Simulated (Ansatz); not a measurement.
Base system: Re in the hcp (Mg type) structure (space group P6_3/mmc, No. 194).

```
CELL_PARAMETERS angstrom
      2.75770     0.00000     0.00000
     -1.37885     2.38824     0.00000
      0.00000     0.00000     4.46255
ATOMIC_POSITIONS crystal
  Re 0.33333 0.66667 0.75000
  Re 0.66667 0.33333 0.25000
```

Cartesian axes are those of the cell as printed.

Level of theory: r2SCAN/PAW in Ansatz (a first-principles code), no spin-orbit coupling, earlier PAW set.

Free-standing slabs (1 atom(s) a layer) normal to the z axis with 15 Å of vacuum; in-plane cell held at bulk.

One change was made to it. Results:

```json
[
 {"quantity": "band gap", "base": "zero", "after": "zero"},
 {"quantity": "shortest interatomic distance", "base": "5.180 bohr", "after": "4.869 bohr"}
]
```

Task: Which change produced these results?
(A) 4 layers
(B) 2 layers
(C) 3 layers
(D) 1 layer

Result: B, 2 layers. For comparison, the shortest interatomic distance in the other runs: 3 layers gives 5.069 bohr; 4 layers gives 4.954 bohr; 1 layer gives 5.211 bohr.

Stability against distortions was not tested. The final runs are not spin-polarised.
